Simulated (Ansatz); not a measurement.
Base system: Nb in the bcc (W type) structure (space group Im-3m, No. 229; a = 3.3045 Å; relaxed with 0.1 eV smearing). Axes: x, y, z lie along the cube axes.

All numbers come from DFT with r2SCAN, PAW potentials and a 500 eV plane-wave cutoff in Ansatz (a quantum-chemistry and plane-wave program), no SOC.

Strains are applied to the cell and any free atomic positions relax; under biaxial strain the out-of-plane vector relaxes too.

One change was made to it. Results:

The energy rises by 12 meV/atom; the shortest interatomic distance drops by 0.017 Å, from 2.862 Å to 2.845 Å.

Q: What was done to the base?
A. biaxial strain −1.50 %, plane normal [001], relaxed out of plane
B. biaxial strain −0.50 %, plane normal [001], relaxed out of plane
C. biaxial strain −2.50 %, plane normal [001], relaxed out of plane
D. biaxial strain −2.00 %, plane normal [001], relaxed out of plane

A: D, biaxial strain −2.00 %, plane normal [001], relaxed out of plane. For comparison, the energy relative to the base in the other runs: biaxial strain −1.50 %, plane normal [001], relaxed out of plane gives +6.4 meV/atom; biaxial strain −2.50 %, plane normal [001], relaxed out of plane gives +18 meV/atom; biaxial strain −0.50 %, plane normal [001], relaxed out of plane gives +0.7 meV/atom.

Stability against distortions was not tested. The final runs are not spin-polarised.
